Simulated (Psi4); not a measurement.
Psi4 1.11, unrestricted BP86/def2-svp: Co(Br)(OMe)(NH3)2 (C[O][Co](<-[NH3])(<-[NH3])[Br]), charge 0, multiplicity 4, 15 atoms. The geometry is a generated start, not checked to be a minimum at this level.

```
Item                                                Result
--------------------------  ------------------------------
task                                                energy
method                                                bp86
basis                                             def2-svp
memory                                                3 GB
maxiter                                                100
keys of the molecule block                     symmetry c1
scf_type                                      df (default)
guess                       auto, which took SAD (default)
scf_initial_accelerator                    adiis (default)
e_convergence                              1e-06 (default)
d_convergence                              1e-06 (default)
dft_radial_points                             75 (default)
dft_spherical_points                         302 (default)
basis functions                                        164
grid points                                         322291
```

```xyz
15

Co    -0.5807     0.2168     0.6164
Br    -1.6045     0.6429     2.5287
O     -0.6061     0.3386    -1.1107
C     -0.6609     0.5145    -2.4597
H     -0.1932    -0.3347    -2.9854
H     -1.7012     0.5999    -2.8081
H     -0.1282     1.4301    -2.7588
N      1.4219     1.3394     1.1381
H      1.7704     1.0992     2.0609
H      1.1878     2.3273     1.1490
H      2.1629     1.1994     0.4611
N     -0.2763    -2.0759     0.9989
H     -0.8595    -2.3360     1.7896
H      0.6717    -2.3754     1.1949
H     -0.6043    -2.5861     0.1850
```

Charge 0 and multiplicity 4 are set for this test and not shown to be the ground state.

One run each on 2 threads. Values of diis_max_vecs tried: 3, 6, 10 (default), 20.

**Question.** Which value of diis_max_vecs needs the fewest SCF iterations, and what happens away from it?

**Answer.** Fewest SCF iterations: 10 (default) with 29. The count rises to 73 at 3. All converge to one solution.

```tsv
diis_max_vecs	SCF iterations	end
3	73	same solution
6	38	same solution
10 (default)	29	same solution
20	38	same solution
```
